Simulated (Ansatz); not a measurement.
Take BN in the zinc blende structure (space group F-43m, No. 216; a = 3.6247 Å) as the base.

Levels (all Ansatz, a first-principles code, PAW): PBE (420 eV, without spin-orbit coupling); r2SCAN (500 eV, no spin-orbit coupling).

Levels that relaxed their own cell: PBE and r2SCAN.

```
level   band gap  lattice parameter a
------  --------  -------------------
PBE      4.46 eV              3.625 Å
r2SCAN   5.00 eV              3.610 Å
```

Measured: band gap 6.2 eV (room temperature; as listed in arXiv:1206.3780); lattice parameter a 3.593 Å (static lattice; corrected from measurement; as listed in Tamar Goldzak et al., The Journal of Chemical Physics (2022)).

Computed minus measured — band gap: PBE -1.74 eV, r2SCAN -1.20 eV (closest: r2SCAN); lattice parameter a: PBE +0.9 %, r2SCAN +0.5 % (closest: r2SCAN). Measured values not marked as corrected hold thermal and zero-point effects that the static-lattice runs lack. A measured gap can be an optical one, lowered by exciton binding.

No phonon test of stability was made.
